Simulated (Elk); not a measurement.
Elk 10.2.4, DFT, PBE, spin-polarised, all-electron FP-LAPW, Elk's shipped species files: bcc Fe, 2 atoms, spin-polarised from a ferromagnetic start. Basis and mesh were picked for this test and aren't claimed converged.

- cell: 2.87, 2.87, 2.87 Å; 90, 90, 90°
- task: ground state
- xctype: 20
- spinpol: true
- reducebf: 0.5
- swidth: 0.004 Hartree
- k mesh (ngridk): 14×14×14
- maxscl: 100
- rgkmax: 7 (default)
- empty states an atom (nempty): 4 (default)
- epspot (Hartree): 1e-06 (default)
- epsengy (Hartree): 0.0001 (default)
- k-points after symmetry (for each spin): 120
- largest matrix size: 124
- valence states: 48

Settings of this run: mixtype = 3, mixsdb = 5, broydpm = [0.1, 0.15]; 32 threads, 1 BLAS thread.

```
loop  total energy (Hartree)  RMS change in potential
----  ----------------------  -----------------------
1             -2544.80437055                        -
2             -2544.96718168              2.533386607
3             -2546.10905090              2.072988466
4             -2549.26397710              1.058575891
5             -2550.85978645             0.5822344626
6             -2549.00062241             0.4102122531
7             -2546.02974821         0.2166257233E-01
8             -2545.72821819         0.1899538153E-01
9             -2545.65138562         0.1304449748E-01
10            -2545.40299605         0.5786114830E-02
11            -2545.65756020         0.1417587136E-02
12            -2545.64410693         0.1456223730E-02
13            -2545.69622193         0.7603461713E-03
14            -2545.71216399         0.4055634643E-03
15            -2545.70387998         0.4600086545E-03
16            -2545.70854092         0.2007643784E-03
17            -2545.70961886         0.1257189767E-03
18            -2545.70851651         0.8852394255E-04
19            -2545.70991360         0.5177984041E-04
20            -2545.71062806         0.4432852593E-04
21            -2545.71102408         0.3025881667E-04
22            -2545.71084606         0.2409020519E-04
23            -2545.71063273         0.8002526434E-05
24            -2545.71067359         0.7559319137E-05
25            -2545.71065340         0.6539237149E-05
26            -2545.71053895         0.2818511848E-05
27            -2545.71050104         0.1896528204E-05
28            -2545.71051059         0.1706539679E-05
29            -2545.71052759         0.1557548174E-05
30            -2545.71053811         0.1217662409E-05
31            -2545.71053259         0.8861059098E-06
32            -2545.71053451                        -
```

It converged after 32 self-consistent loops.

Problem. The cycle is slow. Which setting should be changed?

Solution. This is not unique; one that fits is broydpm = [0.6, 0.15] (17 self-consistent loops), all else kept; the first takes 5.3 s against 10 s on an otherwise empty node (Intel Xeon 6 (Granite Rapids)). The other changes of this size gave: broydpm = [0.4, 0.15] (default) (19); broydpm = [0.4, 0.01] (28). The first change moves the result by: energy 0.16 meV/atom, site moment sizes under 0.001 μB.
